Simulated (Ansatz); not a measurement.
Gap of wurtzite InAs, (10-10) cell (InAs held in this type, which need not be the stable form), on one geometry relaxed at PBE.

Methods: r2SCAN (plane waves to 500 eV, PAW; Ansatz, an electronic-structure program); HSE06 (plane waves to 420 eV, PAW; Ansatz). Geometries and values that name no level are of the first. Scalar-relativistic, without spin–orbit coupling. Its k-point mesh 7×5×4, Fermi–Dirac width 0.01 eV. HSE06 ran on meshes of its own (5×3×3); its edges and gaps are taken over the mesh and over extra points off it, mostly where PBE has its edges.

```csv
level,gap (eV)
r2SCAN,[?]
HSE06,0.17
```

Problem. Fill in the missing entries.

Solution. 
- r2SCAN, gap (eV): 0.00
